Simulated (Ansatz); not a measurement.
## AgF in the zinc blende structure (space group F-43m, No. 216; a hypothetical phase, not in the database extracts checked)

```
AgF
1.0
    0.00000     2.66055     2.66055
    2.66055     0.00000     2.66055
    2.66055     2.66055     0.00000
F Ag
1 1
Direct
  0.75000   0.75000   0.75000
  0.00000   0.00000   0.00000
```

Computed with PBEsol, PAW, 420 eV (Ansatz, a first-principles code; no SOC). Γ-centred 15×15×15 mesh, Fermi–Dirac width 0.05 eV.

Volume per atom: 18.83 Å³
Density: 5.59 g/cm³
Band gap: zero
Total energy: -4160.664 eV/atom (σ→0; compares only within this code and set-up)

No phonon test of stability was made. No Hubbard U is applied, and correlation can decide whether such a compound is a metal. All final runs are without spin polarisation. The zero or small gap of AgF can change with the level of theory.
